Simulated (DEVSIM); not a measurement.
Structure: abrupt GaAs n-p junction, at 400 K.

Layer 1 from the left is GaAs, thickness (μm) 0.280, Nd (cm⁻³) 1.8e17, τn (s) 1.5e-8, τp (s) 1.5e-8. Layer 2 from the left is GaAs, thickness (μm) 1.00, Na (cm⁻³) 2.2e17, τn (s) 1.5e-8, τp (s) 1.5e-8.

Left contact: ohmic. Right contact: ohmic. Voltage is applied to the left contact. Recombination: SRH at mid-gap, radiative, Auger. Mobility is μmin + (μ − μmin)/(1 + (N/Nref)^α).

Constants are typed, rounded textbook-type inputs, not results; the design itself was drawn at random and stands for no fabricated device. Values at 300 K; Nc and Nv go as T^1.5, mobilities as T to minus their exponent, the gap by Varshni's rule with the affinity fixed.

GaAs: gap (eV) 1.424, affinity (eV) 4.07, permittivity 12.9, Nc (cm⁻³) 4.7e17, Nv (cm⁻³) 9e18, μn (cm²/Vs) 8500, μp (cm²/Vs) 400, μn,min 500, μp,min 20, Nref,n 6e16, Nref,p 1.5e17, αn 0.39, αp 0.38, T exponent of μn 2.1, T exponent of μp 2.2, B (cm³/s) 2e-10, Cn (cm⁶/s) 1e-30, Cp (cm⁶/s) 1e-30, Varshni α (eV/K) 0.000541, Varshni β (K) 204.

Model (solved in DEVSIM): 1D drift-diffusion, Boltzmann statistics, complete ionisation; no tunnelling, impact ionisation, image-force lowering or self-heating.

Dark forward current:

| |V| (V) | |J| (A/cm²) |
|---|---|
| 0.05 | 2.942e-8 |
| 0.10 | 8.688e-8 |
| 0.15 | 2.068e-7 |
| 0.20 | 4.643e-7 |
| 0.25 | 1.030e-6 |
| 0.30 | 2.311e-6 |
| 0.35 | 5.362e-6 |
| 0.40 | 1.321e-5 |
| 0.45 | 3.562e-5 |
| 0.50 | 0.0001073 |
| 0.55 | 0.0003612 |
| 0.60 | 0.001330 |
| 0.65 | 0.005209 |
| 0.70 | 0.02117 |
| 0.75 | 0.08779 |
| 0.80 | 0.3682 |
| 0.85 | 1.552 |
| 0.90 | 6.560 |
| 0.95 | 27.70 |
| 1.00 | 116.0 |
| 1.05 | 471.2 |
| 1.10 | 1744 |
| 1.15 | 5386 |

Problem. Work out the local ideality factor n = ΔV / (kT/q · ln(J2/J1)) between the rows 0.15 and 0.20 V, 0.85 and 0.90 V, 1.10 and 1.15 V.

Solution. kT/q = 34.47 mV. From 0.15 to 0.20 V: ln(4.643e-7/2.068e-7) = 0.809, n = 1.79. From 0.85 to 0.90 V: ln(6.560/1.552) = 1.441, n = 1.01, near the 1 of diffusion or emission over a barrier. From 1.10 to 1.15 V: ln(5386/1744) = 1.128, n = 1.29.

Problem. Estimate the current at 0.85 V from the Shockley equation with J0 = Σ q ni² D/(N L) coth(W/L), τ joining the SRH, radiative and Auger lifetimes that are on, and W taken as the whole layer.

Solution. ni² = 4.45e19 cm⁻⁶; holes in the n layer: μ = 108 cm²/Vs, D = 3.72 cm²/s, τ = 9.74e-9 s, L = 1.90 μm, W/L = 0.15, term 5.31e-12 A/cm²; electrons in the p layer: μ = 1920 cm²/Vs, D = 66.1 cm²/s, τ = 9.03e-9 s, L = 7.73 μm, W/L = 0.13, term 2.15e-11 A/cm². J0 = 2.68e-11 A/cm², and J = J0 exp(qV/kT) = 1.37 A/cm². The simulation gives 1.55 A/cm²; the estimate lies 11 % below. The estimate leaves out recombination in the depletion region and that region's share of W.
